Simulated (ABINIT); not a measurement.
Input and output of a self-consistent single point for AlCr2C (P6_3/mmc, 8 atoms in the cell) (ABINIT).

Method of the run: PBE, PAW (JTH v2.0 PBE PAW) (plane waves; ABINIT).

The change in words: lattice scaled by 0.98. Reference geometry:
```
CELL_PARAMETERS angstrom
      2.82510     0.00000     0.00000
     -1.41255     2.44661     0.00000
      0.00000     0.00000    12.60137
ATOMIC_POSITIONS crystal
  Al 0.66667 0.33333 0.25000
  Al 0.33333 0.66667 0.75000
  Cr 0.33333 0.66667 0.41494
  Cr 0.66667 0.33333 0.58506
  Cr 0.66667 0.33333 0.91494
  Cr 0.33333 0.66667 0.08506
  C  0.00000 0.00000 0.50000
  C  0.00000 0.00000 0.00000
```

Reference input (self-consistent single point, DFT, PBE, plane waves, PAW (JTH v2.0 PBE PAW)): pseudos = [Al.GGA_PBE-JTH.xml, Cr.GGA_PBE-JTH.xml, C.GGA_PBE-JTH.xml]; ecut = 30 Ha; pawecutdg = 60 Ha; ixc = 11; occopt = 3; tsmear = 0.136 eV; ngkpt = 9 9 2; nshiftk = 1; shiftk = 0 0 0; potentials = JTH v2.0 PBE PAW; nband = 45; kptopt = 1. This run's input differs from it in these lines:

```diff
@@ -3,6 +3,6 @@
 pseudos "Al.GGA_PBE-JTH.xml, Cr.GGA_PBE-JTH.xml, C.GGA_PBE-JTH.xml"
-acell 5.3386648729 5.3386648729 23.8131380951
+acell 5.2318917500 5.2318917500 23.3368760891
 rprim
-         1.0000000000    0.0000000175    0.0000000000
-        -0.5000000151    0.8660253951    0.0000000000
+         1.0000000000    0.0000000097    0.0000000000
+        -0.5000000084    0.8660253989    0.0000000000
          0.0000000000    0.0000000000    1.0000000000
@@ -13,9 +13,9 @@
 xcart
-         2.6693324096    1.5411398474    5.9532845238
-        -0.0000000538    3.0822796015   17.8598535713
-        -0.0000000538    3.0822796015    9.8810235212
-         2.6693324096    1.5411398474   13.9321145739
-         2.6693324096    1.5411398474   21.7875925687
-        -0.0000000538    3.0822796015    2.0255455264
-         0.0000000000    0.0000000000   11.9065690475
+         2.6159458603    1.5103170806    5.8342190223
+        -0.0000000294    3.0206341103   17.5026570668
+        -0.0000000294    3.0206341103    9.6834033644
+         2.6159458603    1.5103170806   13.6534727247
+         2.6159458603    1.5103170806   21.3518414089
+        -0.0000000294    3.0206341103    1.9850346801
+         0.0000000000    0.0000000000   11.6684380445
          0.0000000000    0.0000000000    0.0000000000
@@ -23,2 +23,3 @@
 pawecutdg 60
+pawovlp -1
 ixc 11
```

Log, with long lists cut:

```
--- !BeginCycle
solver: {iscf: 17, nstep: 60, nline: 4, wfoptalg: 10, }
tolerances: {tolvrs: 1.00E-11, }
...

     iter   Etot(hartree)      deltaE(h)  residm     nres2
 ETOT  1  -362.51514955947    -3.625E+02 2.011E+00 4.393E+02
 ETOT  2  -366.39192253613    -3.877E+00 4.671E-02 1.150E+03
 ETOT  3  -365.28866420283     1.103E+00 2.600E-02 3.976E+01
 ETOT  4  -365.43170831140    -1.430E-01 1.255E-02 4.145E+01
 ETOT  5  -365.42828731282     3.421E-03 7.334E-03 5.016E+01
   [... 26 lines left out ...]
 ETOT 32  -365.42768859112    -5.468E-11 2.562E-05 1.507E-09
 ETOT 33  -365.42768859115    -3.178E-11 3.167E-05 1.916E-10
 ETOT 34  -365.42768859115    -5.684E-14 1.737E-05 7.437E-11
 ETOT 35  -365.42768859116    -5.002E-12 2.111E-05 3.285E-12
 At SCF step   35       nres2   =  3.29E-12 < tolvrs=  1.00E-11 =>converged.

 Cartesian components of stress tensor (hartree/bohr^3)
  sigma(1 1)= -6.41373971E-04  sigma(3 2)=  0.00000000E+00
  sigma(2 2)= -6.41373969E-04  sigma(3 1)=  0.00000000E+00
  sigma(3 3)= -7.07875967E-04  sigma(2 1)= -1.25796828E-14

 ----iterations are completed or convergence reached----

 reduced coordinates (array xred) for    8 atoms
       0.666666666672      0.333333333373      0.250000000000
       0.333333333338      0.666666666706      0.750000000000
       0.333333333338      0.666666666706      0.414940000000
       0.666666666672      0.333333333373      0.585060000000
       0.666666666672      0.333333333373      0.914940000000
       0.333333333338      0.666666666706      0.085060000000
   [... lines left out ...]
 Fermi (or HOMO) energy (hartree) =   0.41215   Average Vxc (hartree)=  -0.45856
   [... lines left out ...]
'-kT*entropy'       : -1.36082504967972E-02
total_energy        : -3.65427689092765E+02
total_energy_eV     : -9.94379312097595E+03
...

-Cartesian components of stress tensor (GPa)         [Pressure=  1.9522E+01 GPa]
- sigma(1 1)= -1.88698705E+01  sigma(3 2)=  0.00000000E+00
- sigma(2 2)= -1.88698705E+01  sigma(3 1)=  0.00000000E+00
- sigma(3 3)= -2.08264265E+01  sigma(2 1)= -3.70106983E-10

 Calculation completed.
```

The run converged in 35 iterations. 

The starting cell comes from a database of computed structures (which also holds hypothetical and non-ambient phases and stackings), without a prior relaxation at this level. For this run, on top of that: lattice scaled by 0.98. Spin polarisation is off. With a pressure of about 20 GPa the cell is away from its equilibrium volume at this level.

These are the values that this program gave, and no reference: the one-centre exchange-correlation terms come from a truncated expansion.

Cost on one core of a shared machine: roughly 8 min.
